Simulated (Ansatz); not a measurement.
Base system: PbI₂ in the 2H-MoS2 type structure (space group P6_3/mmc, No. 194; a = 4.273 Å, c = 14.362 Å; a hypothetical phase, not in the database extracts checked).

Now apply this change: a hydrostatic pressure of 1.5 GPa.

Levels (all Ansatz, a program for electronic structure, PAW, earlier PAW set): PBEsol-D3(BJ) (420 eV, spin-orbit coupling left out); HSE06 (420 eV, no spin-orbit coupling); PBEsol+SOC (420 eV, spin-orbit coupling included).

At the geometry relaxed with PBEsol-D3(BJ), these levels gave the following band gaps, in shuffled order: (a) 0.81 eV, (b) 0.52 eV, (c) 1.34 eV.

### Question
Match each gap to its level.

### Answer
(a) PBEsol-D3(BJ); (b) PBEsol+SOC; (c) HSE06.

Single points use the geometry relaxed with PBEsol-D3(BJ). HSE06 was sampled on its mesh, a few special points and the semilocal edge points, so its gap is an upper bound. Differences between runs with and without spin-orbit coupling are approximate. Spin-orbit coupling, missing from the scalar runs, can matter with I and Pb. Load acts through the strain it causes; cell and atoms are relaxed under it. Stability against distortions was not tested.
